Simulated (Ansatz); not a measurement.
Input and output of a relaxation of cell and atoms for Na2AlGe2 (P4/mmm, 5 atoms in the cell) (Ansatz, a quantum-chemistry and plane-wave program).

Method: PBEsol, PAW files made with PBE (plane waves; Ansatz).

```
CELL_PARAMETERS angstrom
      2.93429     0.00000     0.00000
      0.00000     2.93429     0.00000
      0.00000     0.00000    14.29703
ATOMIC_POSITIONS crystal
  Na 0.50000 0.50000 0.61045
  Na 0.50000 0.50000 0.38955
  Al 0.50000 0.50000 0.00000
  Ge 0.50000 0.50000 0.18303
  Ge 0.50000 0.50000 0.81697
```

Reference input (self-consistent single point, DFT, PBEsol, plane waves, PAW files made with PBE): basis.ecutwfc = 420 eV; kpoints.mp_grid.grid = 8 8 2; hamiltonian.xc = pbesol; hamiltonian.pseudopotentials = {kind: paw} (the program's default PAW files); scf.occupations.method = gaussian; scf.occupations.width = 0.05 eV. This run's input differs from it in these lines:

```diff
@@ -25,2 +25,4 @@
     width: 0.05 eV
+relax:
+  cell: {}
 output:
```

Output (repeated stretches shortened):

```
   [... SCF lines of the steps left out ...]
relax step   1: F+E_penalty+E_count = -11981.63887757 eV  Δ(F+E_penalty+E_count) = +0.000e0 eV  max|allowed force component| = 2.351e-1 eV/Å  Δτ_max = 0.0000 Å  P = -2.278 GPa  Ω = 123.098 Å³  (10 SCF iters, dr2 threshold 1.00e-7 eV, accepted)
relax step   2: F+E_penalty+E_count = -11981.72488769 eV  Δ(F+E_penalty+E_count) = -8.601e-2 eV  max|allowed force component| = 6.755e-2 eV/Å  Δτ_max = 0.0654 Å  P = -0.065 GPa  Ω = 115.469 Å³  energy of the carried Pulay correction = +5.174e-4 eV  [...]
   [... lines left out ...]
relax step   4: F+E_penalty+E_count = -11981.72840743 eV  Δ(F+E_penalty+E_count) = -4.660e-4 eV  max|allowed force component| = 4.027e-3 eV/Å  Δτ_max = 0.0055 Å  P = +0.004 GPa  Ω = 114.459 Å³  energy of the carried Pulay correction = +5.884e-4 eV  [...]
relax step   5: F+E_penalty+E_count = -11981.72785517 eV  Δ(F+E_penalty+E_count) = +5.523e-4 eV  max|allowed force component| = 3.940e-3 eV/Å  Δτ_max = 0.0000 Å  P = +0.003 GPa  Ω = 114.459 Å³  stress off target by 2.77e-2 GPa  SCF on the basis [...]
basis re-selected at this cell: Δ(F+E_penalty+E_count) = +5.523e-4 eV, ΔP = -0.002 GPa vs the last step
the relaxation is at rest under the 16 symmetry operations that the run kept from its start: a minimum is not shown …
Free energy (F): -11981.727855 eV
Internal energy: -11981.726809 eV  (E = F + TS)
E sigma→0 (E₀):  -11981.727332 eV
Entropy (-TS):   -0.001046 eV (-0.209 meV/atom)
Fermi energy:    5.885403 eV
--- Forces (eV/Å), atoms counted from 1 ---
  atom   1  Na     0.00000000     0.00000000    -0.00365415
   [... lines left out ...]
  cell:  # Å, volume = 114.4589 Å³
   [... lines left out ...]
    - [2.272076567392899e-34, 2.8377163147134246, 0.0]
    - [0.0, 0.0, 14.213850369362284]
  atoms:
    - { symbol: Na, position: [0.5, 0.5, 0.6136393822476501] }
    - { symbol: Na, position: [0.5, 0.5, 0.38636061775235014] }
    - { symbol: Al, position: [0.5, 0.5, 1.2133455969390053e-20] }
    - { symbol: Ge, position: [0.5, 0.5, 0.18050486570708782] }
    - { symbol: Ge, position: [0.5, 0.5, 0.8194951342929122] }
```

The run converged.  The full log also holds: “iter 5 did not close the SCF: its close was put off for the readings that it lacked (scf_convergence_deferred on its scf_iter line)”.

Summary of the result:
- Free energy E − TS (on the zero of these files) = -11981.7279 eV
- Fermi level (on the code's own zero) = 5.89 eV
- Pressure = 0.00 GPa
- Largest force (vector length) = 0.004 eV/Å
- Final cell = a = b = 2.838 Å, c = 14.214 Å, α = β = γ = 90.00°
- Final volume per atom = 22.89 Å³
- Relaxation steps = 5

The starting cell comes from a database of computed structures (which also holds hypothetical and non-ambient phases and stackings), without a prior relaxation at this level. Its lattice was rescaled by a random factor within 2.5 % of one. The relaxation keeps the symmetry of its start, so its end need not be a minimum. Ansatz's pressure includes its estimate of the finite-basis (Pulay) stress.

Keys are those of Ansatz 0.2.
